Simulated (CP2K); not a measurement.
Band structure of NbNi6Mo (Pmm2, 8 atoms in the cell).

```yaml
crystal:
  lattice:
    - [4.22503, 0.00000, 0.00000]
    - [0.00000, 5.04108, 0.00000]
    - [0.00000, 0.00000, 4.48044]
  atoms:
    - { symbol: Nb, position: [0.00000, 0.00000, 0.65388] }
    - { symbol: Ni, position: [0.00000, 0.50000, 0.66836] }
    - { symbol: Ni, position: [0.50000, 0.00000, 0.31901] }
    - { symbol: Ni, position: [0.50000, 0.74499, 0.84385] }
    - { symbol: Ni, position: [0.50000, 0.25501, 0.84385] }
    - { symbol: Ni, position: [0.00000, 0.74367, 0.16058] }
    - { symbol: Ni, position: [0.00000, 0.25633, 0.16058] }
    - { symbol: Mo, position: [0.50000, 0.50000, 0.34988] }
```

Computed with CP2K 2026.2 with PBEsol, GPW, DZVP-MOLOPT-SR-GTH basis, GTH-PBE potentials (GTH_POTENTIALS).

Settings: CUTOFF = 600 Ry; REL_CUTOFF = 40 Ry; SMEAR/METHOD = GAUSSIAN; SIGMA = 0.05 eV; KPOINTS/SCHEME = MONKHORST-PACK 4 3 4; GAMMA_CENTERED = T; XC_FUNCTIONAL = PBE:PBESOL; Nb/BASIS_SET = DZVP-MOLOPT-SR-GTH; Nb/POTENTIAL = GTH-PBE-q13; Ni/BASIS_SET = DZVP-MOLOPT-SR-GTH; Ni/POTENTIAL = GTH-PBE-q18; Mo/BASIS_SET = DZVP-MOLOPT-SR-GTH; Mo/POTENTIAL = GTH-PBE-q14; METHOD = GPW.

The starting cell comes from a database of computed structures (which also holds hypothetical and non-ambient phases and stackings), without a prior relaxation at this level. Its lattice was rescaled by a random factor within 2.5 % of one. Spin polarisation is off. Values carry the incompleteness of an atom-centred basis. The potentials were made for another functional than the one used.

Levels in eV from the Fermi level, bands 64 to 69:
```
point     64     65     66     67     68     69
-----  -----  -----  -----  -----  -----  -----
Γ      -0.67  -0.57  -0.14  -0.10   0.67   0.68
X      -0.69  -0.51  -0.38   0.20   0.33   0.45
S      -0.65  -0.51  -0.47   0.19   0.47   0.53
Y      -0.95  -0.79  -0.74  -0.56   0.44   0.61
Z      -1.28  -0.93  -0.80  -0.13   0.02   0.23
U      -1.17  -0.74  -0.66  -0.32  -0.29  -0.15
R      -1.08  -0.64  -0.60  -0.55  -0.38   0.04
T      -0.89  -0.53  -0.49  -0.46  -0.01  -0.01
```

Bands cross the Fermi level along this path, so the cell is metallic at this level.

Higher empty bands are left out: an atom-centred basis made for the valence describes them poorly.
